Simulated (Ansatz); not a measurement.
Input:

```yaml
crystal:
  lattice:
    - [5.00476, 0.00000, 0.00000]
    - [0.00000, 5.21946, 0.00000]
    - [0.00000, 0.00000, 5.03269]
  atoms:
    - { symbol: Hf, position: [0.73252, 0.03301, 0.24144] }
    - { symbol: Hf, position: [0.26748, 0.96699, 0.74144] }
    - { symbol: Hf, position: [0.73252, 0.46699, 0.74144] }
    - { symbol: Hf, position: [0.26748, 0.53301, 0.24144] }
    - { symbol: O, position: [0.92865, 0.36787, 0.37927] }
    - { symbol: O, position: [0.07135, 0.63213, 0.87927] }
    - { symbol: O, position: [0.92865, 0.13213, 0.87927] }
    - { symbol: O, position: [0.07135, 0.86787, 0.37927] }
    - { symbol: O, position: [0.53988, 0.73395, 0.49229] }
    - { symbol: O, position: [0.46012, 0.26605, 0.99229] }
    - { symbol: O, position: [0.53988, 0.76605, 0.99229] }
    - { symbol: O, position: [0.46012, 0.23395, 0.49229] }
```

Space group of this cell: Pca2_1. The cell is taken as given; by r2SCAN its mean pressure is 4.0 GPa.

Computed with r2SCAN (plane waves, PAW; Ansatz, a quantum-chemistry and plane-wave program).

The current runs along the normal of the first two printed vectors; no spin-orbit coupling. Scaled by the factor s: all lengths (ions clamped). Meshes 6×6×6 and 6×6 across the current in all rows.

| s | mean pressure (GPa) | band gap (eV) |
|---|---|---|
| 0.98 | 23.2 | ? |
| 1.00 | 4.0 | 5.00 |
| 1.02 | -10.8 | 4.78 |

Question: Take the slope of the band gap against ln s from the two given rows, extrapolate to s = 0.98, and say what the run there gives.

Answer: Slope = (4.78 − 5.00) / ln 1.02 = -11.1 eV. The line gives 5.00 + (-11.1) × ln 0.98 = 5.22 eV. The run gives 5.22 eV, as the line does.
